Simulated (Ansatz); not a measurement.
# Effect of uniaxial strain ε_zz = −2.00 % on Ge

Start from Ge in the diamond structure (space group Fd-3m, No. 227; a = 5.676 Å). Axes: x, y, z lie along the cube axes.

One thing is altered: the cell is compressed by 2.00 % along z with no lateral relaxation, atoms relaxed at fixed cell.

Level of theory: Kohn–Sham DFT with the PBEsol functional, run in Ansatz (a quantum-chemistry and plane-wave program) with PAW and 420 eV plane waves, no SOC. k-mesh 14×14×14 (Γ-centred); smearing 0.05 eV (Fermi–Dirac).

The volume per atom falls by 0.46 Å³ (22.86 Å³ → 22.40 Å³) and the space group becomes I4_1/amd (No. 141) (base: Fd-3m (No. 227)). The shortest interatomic distance drops by 0.016 Å, from 2.458 Å to 2.442 Å and the energy goes up by 3.3 meV/atom. The pressure (mean of the normal stresses, compression positive) goes from zero to 1.4 GPa and the band gap stays zero. The stress (xx, yy, zz, yz, xz, xy; compression positive) comes out as (0.9, 0.9, 2.3, 0.0, 0.0, 0.0) GPa (rough).

Without a gap, meshes like the base's 14×14×14 leave anisotropic stresses uncertain by several tenths of a GPa, and small strain energies with them. No phonon test of stability was made. Gaps under 0.05 eV, about the width of the smearing, are given as zero. The zero or small gap of Ge can change with the level of theory.
